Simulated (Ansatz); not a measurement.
ZnS under a change: S → Pt

The reference is ZnS in the zinc blende structure (space group F-43m, No. 216; a = 5.357 Å).

One thing is altered: Pt takes the place of S on all its sites, then cell and atoms are relaxed.

The values are results of Ansatz (a program for electronic structure), PBEsol, PAW, cutoff 420 eV, without spin-orbit coupling, not measurements. k-mesh 14×14×14 (Γ-centred); smearing 0.05 eV (Fermi–Dirac), for the changed cell.

- Volume per atom = 21.52 Å³ (base 19.21 Å³)
- Density = 10.05 g/cm³ (base 4.21 g/cm³)
- Lattice parameter a = 5.563 Å (base 5.357 Å)
- Space group = F-43m (No. 216) (base F-43m (No. 216))
- Shortest interatomic distance = 2.409 Å (base 2.319 Å)
- Band gap = zero (base 2.09 eV)

Final structure:

```
CELL_PARAMETERS angstrom
      0.00000     2.78147     2.78147
      2.78147     0.00000     2.78147
      2.78147     2.78147     0.00000
ATOMIC_POSITIONS crystal
  Pt 0.25000 0.25000 0.25000
  Zn 0.00000 0.00000 0.00000
```

Spin-orbit coupling, missing from the scalar runs, can matter with Pt. Stability against distortions was not tested. As relaxed here, ZnPt is a hypothetical phase, not in the database extracts checked. All final runs are without spin polarisation.
